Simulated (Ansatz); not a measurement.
Take Ba₃P₂ (space group P-3m1, No. 164; a = 5.401 Å, c = 6.726 Å; a hypothetical phase, not in the database extracts checked) as the base. Axes: x lies along a and z along c of the hexagonal cell.

Method: Ansatz (an electronic-structure program) PBEsol, scalar-relativistic without spin-orbit coupling.

It is then changed as follows: the cell is scaled by 0.9922 in all directions, atoms relaxed at fixed cell.

Question: Predict the stress tensor and what it implies for the stiffness.

Answer: Stress of the strained cell less that of the base (GPa, compression positive):
```
   0.98    0.00    0.00
   0.00    0.98    0.00
   0.00    0.00    0.78
```

Then B = −ΔP/(ΔV/V₀) with ΔV/V₀ = -0.0232 gives secant stiffness values (nonlinear terms included at this strain): B (at held cell shape, above the free-shape value) ≈ 39 GPa.

No phonon test of stability was made.
